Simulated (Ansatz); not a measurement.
Ansatz (a first-principles code) run on Al2Cu (I4mm, 3 atoms in the cell): self-consistent single point.

Method of the run: LDA (PW92), default PAW files made with PBE (plane waves; Ansatz).

The change in words: lattice scaled by 0.98; basis.ecutrho_ratio: default → 8. Reference geometry:
```xyz
3
Lattice="-2.0202 2.0202 2.8368 2.0202 -2.0202 2.8368 2.0202 2.0202 -2.8368" Properties=species:S:1:pos:R:3 pbc="T T T"
Al     0.0000     2.0202     1.4184
Al     2.0202     0.0000     1.4184
Cu     0.0000     0.0000     2.8868
```

Reference input (self-consistent single point, DFT, LDA (PW92), plane waves, default PAW files made with PBE): basis.ecutwfc = 420 eV; kpoints.mp_grid.grid = 11 11 11; hamiltonian.xc = lda; hamiltonian.pseudopotentials = {kind: paw} (the program's default PAW files); scf.occupations.method = gaussian; scf.occupations.width = 0.1 eV. This run's input differs from it in these lines:

Ansatz 0.2 input:
```diff
@@ -3,11 +3,12 @@
   lattice:
-    - [-2.020183, 2.020183, 2.836840]
-    - [2.020183, -2.020183, 2.836840]
-    - [2.020183, 2.020183, -2.836840]
+    - [-1.979779, 1.979779, 2.780103]
+    - [1.979779, -1.979779, 2.780103]
+    - [1.979779, 1.979779, -2.780103]
   atoms:
-    - { symbol: Al, position_ang: [-0.000000, 2.020183, 1.418420] }
-    - { symbol: Al, position_ang: [2.020183, 0.000000, 1.418420] }
-    - { symbol: Cu, position_ang: [-0.000000, 0.000000, 2.886842] }
+    - { symbol: Al, position_ang: [-0.000000, 1.979779, 1.390051] }
+    - { symbol: Al, position_ang: [1.979779, 0.000000, 1.390051] }
+    - { symbol: Cu, position_ang: [0.000000, -0.000000, 2.829105] }
 basis:
   ecutwfc: 420.0
+  ecutrho_ratio: 8
 kpoints:
```

Output (repeated stretches shortened):

```
SCF iter   1: F=—  HF=-7582.078114 eV  |F-HF|=—  |Δ(HF+E_count)|=         —  Δρ=9.46e-3  dr2=1.62e-2  ethr=1.77e-3  ⟨swp⟩=5.2  Hψ=10891  notcnv=0
all-band conjugate gradients solve this SCF's bands
preconditioner: auto → Kerker (q_TF=auto, 2.487 Å⁻¹)
SCF iter   2: F=—  HF=-7582.078164 eV  |F-HF|=—  |Δ(HF+E_count)|=   4.99e-5  Δρ=8.21e-3  dr2=2.47e-2  ethr=6.49e-5  ⟨swp⟩=2.0  Hψ=5213  notcnv=0  defer=37
   [... lines left out ...]
SCF iter   7: F=—  HF=-7582.072838 eV  |F-HF|=—  |Δ(HF+E_count)|=   5.69e-8  Δρ=1.43e-5  dr2=1.24e-7  ethr=6.08e-9  ⟨swp⟩=1.1  Hψ=2230  notcnv=0  defer=37
SCF iter   8: F=-7582.072838 eV  HF=-7582.072838 eV  |F-HF|=1.14e-9  |Δ(HF+E_count)|=   3.34e-8  Δρ=4.74e-6  dr2=7.83e-9  ethr=4.00e-10  ⟨swp⟩=4.8  Hψ=7520  notcnv=0
the search or the solves at the SCF's close seem to have found levels that the self-consistency loop had missed (the run counts 1) …
SCF 1 converged in 8 iterations: F = -7582.072838 eV  dr2 = 7.83e-9
Free energy (F): -7582.072838 eV
Internal energy: -7582.067328 eV  (E = F + TS)
E sigma→0 (E₀):  -7582.070083 eV
Entropy (-TS):   -0.005510 eV (-1.837 meV/atom)
Fermi energy:    10.197243 eV
--- Forces (eV/Å), atoms counted from 1 ---
  atom   1  Al     0.00000000     0.00000000     0.22334906
  atom   2  Al     0.00000000    -0.00000000     0.22334906
  atom   3  Cu    -0.00000000     0.00000000    -0.44670746
--- Stress (GPa, compression-positive) ---
        5.447447       0.000000       0.000000
        0.000000       5.447447      -0.000000
        0.000000      -0.000000       5.924700
  P = ⅓ Tr σ = 5.6065 GPa (56.065 kbar)
  The stress holds the Pulay correction. Without it, at fixed plane waves, as pw.x and ABINIT print it: P = 5.5319 GPa
```

The run converged in 8 iterations. Against the reference run the free energy goes up by 10.2 meV/atom, the pressure goes from -1.60 to 5.61 GPa and the largest force goes from 0.367 to 0.447 eV/Å.

The starting cell comes from a database of computed structures (which also holds hypothetical and non-ambient phases and stackings), without a prior relaxation at this level. Its lattice was rescaled by up to half a per cent. One atom was moved a little off its site on purpose. For this run, on top of that: lattice scaled by 0.98. Spin polarisation is off. Ansatz's pressure includes its estimate of the finite-basis (Pulay) stress.
